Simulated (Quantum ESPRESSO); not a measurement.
σyy against uniaxial strain in bcc Ta (space group 229): C12 (Quantum ESPRESSO, LDA)

```xyz
1
Lattice="-1.6021 1.6265 1.6265 1.6021 -1.6265 1.6265 1.6021 1.6265 -1.6265" Properties=species:S:1:pos:R:3 pbc="T T T"
Ta     0.0000     0.0000     0.0000
```

Computed with LDA (PZ), GBRV 1.5 ultrasoft (LDA) pseudopotentials (plane waves; Quantum ESPRESSO 7.5). Settings: ecutwfc = 52 Ry; ecutrho = 416 Ry; occupations = smearing; smearing = fd; degauss = 0.0036749 Ry; potentials = {Ta: ta_lda_v1.uspp.F.UPF}; K_POINTS = automatic 38 38 38 0 0 0; conv_thr = 1e-10 Ry. The cell above is the first row's. The rows stretch one cube axis (x) by the strain ε and hold the other two. Stress is positive in tension. In all rows the k mesh is held.

| ε (%) | σyy (GPa) |
|---|---|
| -1.5 | ? |
| -1.0 | -1.71 |
| -0.5 | -0.79 |
| 0.0 | 0.10 |
| 0.5 | 0.96 |
| 1.0 | 1.80 |
| 1.5 | 2.63 |
| 2.0 | 3.43 |

Taking a parabola for σyy over the 7 complete rows: Least squares gives σyy = 0.095 + 1.7562·ε - 0.0448·ε². Residuals (row less fit): -0.004, 0.004, 0.005, -0.002, -0.006, 0.001, 0.002; standard error 0.005 (degrees of freedom: 4). The slope at ε = 0, 1.7562 GPa per cent, gives C12 ≈ 100 × 1.7562 = 176 GPa, for the static lattice.

Problem. Predict the withheld σyy at ε = -1.5 from the fit, and compare with the calculation.

Solution. σyy = 0.095 + 1.7562 × (-1.5) - 0.0448 × (-1.5)² = -2.640 GPa. The calculation gives -2.65 GPa, 0.010 GPa below the prediction (0.2 % of the range of σyy in the table). The row lies outside the fitted rows, so this is an extrapolation. From the scatter of the fitted rows alone, a prediction at this place has a standard error of 0.010 GPa, so the miss is 1.0 times that.

Carrying the step between the two nearest rows on in a straight line would have given -2.63, off by 0.02; series whose last step already gives the withheld value aren't shown. The reference cell has the volume at which an earlier scan in this program and functional put its minimum by a fit. The unstrained cell stands at a pressure of -0.10 GPa, and the constants belong to that pressure. Spin polarisation is off. Spin-orbit coupling is off. Without a gap such slopes are sensitive to mesh and smearing. Cutoffs and mesh are single choices, not tested for convergence of this quantity. Series with a scatter that would blur these digits, or in which a gap closes, are not shown. Strain series were run only where this level's volume lies within 10 % of a first guess from the measured size.
